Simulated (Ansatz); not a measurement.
**A computed series for InSb: element substitutions**

The parent structure is InSb in the zinc blende structure (space group F-43m, No. 216; a = 6.520 Å).

Each row replaces one element on all its sites; cell and atoms are relaxed.

Level of theory: plane-wave PAW DFT at the PBEsol level (Ansatz, a first-principles code, 420 eV), no spin-orbit coupling, earlier PAW set.

Candidates:
(a) Sb → Tl
(b) Sb → Bi
(c) In → Be
(d) In → Cu

Before the change:

The shortest interatomic distance comes out as 282.3 pm.

Question: Order them by shortest interatomic distance, lowest first.

Answer: (c) In → Be (241.0 pm), (d) In → Cu (249.5 pm), (a) Sb → Tl (289.7 pm), (b) Sb → Bi (291.0 pm)

Stability against distortions was not tested. As relaxed here, TlIn, BeSb and CuSb are hypothetical phases, not in the database extracts checked. For InBi in this form, whether it has been made was not checked. The final runs are not spin-polarised. An odd electron count without spin: BeSb.
